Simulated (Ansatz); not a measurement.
Cost and result by functional for the surface energy of the (332) surface of bcc Nb in its 1x1 cell, outermost plane spacing 0.71 Å in the ideal cut, in Ansatz (plane waves, PAW). Single points on the PBE structure, on one kind of machine; costs are rough ratios of the slab run's core time (references not counted) to the cheapest single point. r2SCAN's cost holds its higher cutoff (500 against 420 eV). Differences are taken against r2SCAN for comparison alone: no measured value is at hand, so the table doesn't rank accuracy.

Slab: 15 atoms, 9.9 Å thick at the start (thin: gaps and levels are the slab's own); k 8x7x1, smearing 0.1 eV, dipole-corrected; all atoms relaxed; symmetry of the start imposed; no spin, no spin-orbit, no U. These notes are the PBE run's.

| functional | relative cost | surface energy (J/m²) | less r2SCAN (J/m²) |
|---|---|---|---|
| RPBE | 1 | 2.21 | -0.30 |
| LDA | 1 | 2.69 | 0.18 |
| PBEsol | 1 | 2.61 | 0.10 |
| r2SCAN | 2 | 2.51 | 0.00 |
| PBE (the relaxed run's value) | – | 2.36 | -0.14 |

The values span 0.48 J/m², while the single points' costs differ by a factor of roughly 2. Differences are of unrounded values.

Ansatz is an electronic-structure program.
